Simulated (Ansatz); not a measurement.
Levels about the gap of amorphous Zr20O41Zn (62 atoms in a cell of 787 Å³, 5.37 g/cm³; zone centre alone, so wide bands show as single levels with stretches between that a denser mesh fills), at the geometry that PBE relaxed, where it gives 0.0 GPa on a denser mesh. The participation number counts the atoms over which a state spreads; weights are charges in smoothed Voronoi cells. The levels come from a single point, so bond lengths are those of that geometry. Method of the levels: PBE, scalar-relativistic without spin-orbit coupling (Ansatz, a quantum-chemistry and plane-wave program). Sampling: the zone centre alone; Fermi-Dirac width 0.02 eV; no spin polarisation. At PBE the levels at the filled edge of the gap are localised (band-tail or defect states), and the nearest spread-out levels lie 3.6 eV apart at the zone centre.

A CHGNet melt-quench gave the starting glass, which DFT then relaxed. O atoms were pushed apart under 1.9 Å during the dynamics, to hinder bonds among them. The hot cell started wider than the set density and was brought back towards it in steps. It is the lowest in DFT energy of 2 quenches. It is a model cell: composition and starting density were chosen by hand, and all elements were melted together. No dispersion term was used. Its density started from a set value of 5.30 and ended at 5.37 g/cm³. The quench (nominally 380 K/ps over its main leg) was far faster than any real one, so the model tends to hold more defects than a real film. One small periodic cell is one sample of the glass; other quenches scatter about these values. Volume and shape were free in the relaxation.

```json
[
 {"E - E(highest filled), eV": "-0.56", "filling": "filled", "participation number": "21.9", "largest on": "O, 3 neighbours", "weight O": "0.93", "weight Zr": "0.06", "weight Zn": "0.00"},
 {"E - E(highest filled), eV": "-0.50", "filling": "filled", "participation number": "24.6", "largest on": "O, 3 neighbours", "weight O": "0.95", "weight Zr": "0.05", "weight Zn": "0.01"},
 {"E - E(highest filled), eV": "-0.47", "filling": "filled", "participation number": "25.1", "largest on": "O, 3 neighbours", "weight O": "0.93", "weight Zr": "0.06", "weight Zn": "0.01"},
 {"E - E(highest filled), eV": "-0.38", "filling": "filled", "participation number": "19.9", "largest on": "O, 3 neighbours", "weight O": "0.93", "weight Zr": "0.06", "weight Zn": "0.01"},
 {"E - E(highest filled), eV": "-0.36", "filling": "filled", "participation number": "20.2", "largest on": "O, 3 neighbours", "weight O": "0.92", "weight Zr": "0.05", "weight Zn": "0.02"},
 {"E - E(highest filled), eV": "-0.29", "filling": "filled", "participation number": "15.9", "largest on": "O, 3 neighbours", "weight O": "0.94", "weight Zr": "0.05", "weight Zn": "0.00"},
 {"E - E(highest filled), eV": "0.00", "filling": "filled", "participation number": "5.3", "largest on": "O, 4 neighbours", "weight O": "0.94", "weight Zr": "0.06", "weight Zn": "0.00"},
 {"E - E(highest filled), eV": "3.34", "filling": "empty", "participation number": "19.5", "largest on": "Zr, 7 neighbours", "weight O": "0.35", "weight Zr": "0.65", "weight Zn": "0.00"},
 {"E - E(highest filled), eV": "3.50", "filling": "empty", "participation number": "13.7", "largest on": "Zr, 7 neighbours", "weight O": "0.35", "weight Zr": "0.65", "weight Zn": "0.00"},
 {"E - E(highest filled), eV": "3.61", "filling": "empty", "participation number": "11.8", "largest on": "Zr, 7 neighbours", "weight O": "0.32", "weight Zr": "0.67", "weight Zn": "0.00"},
 {"E - E(highest filled), eV": "3.67", "filling": "empty", "participation number": "17.7", "largest on": "Zr, 6 neighbours", "weight O": "0.31", "weight Zr": "0.68", "weight Zn": "0.00"},
 {"E - E(highest filled), eV": "3.71", "filling": "empty", "participation number": "25.9", "largest on": "Zr, 6 neighbours", "weight O": "0.34", "weight Zr": "0.66", "weight Zn": "0.01"},
 {"E - E(highest filled), eV": "3.78", "filling": "empty", "participation number": "26.6", "largest on": "Zr, 7 neighbours", "weight O": "0.33", "weight Zr": "0.67", "weight Zn": "0.00"},
 {"E - E(highest filled), eV": "3.83", "filling": "empty", "participation number": "17.1", "largest on": "Zr, 7 neighbours", "weight O": "0.30", "weight Zr": "0.70", "weight Zn": "0.00"}
]
```

Most localised among these is the filled level at +0.00 eV, on a O atom, which has 4 neighbours (Zr 2.06 Å, Zr 2.17 Å, Zr 2.44 Å, Zr 2.85 Å).
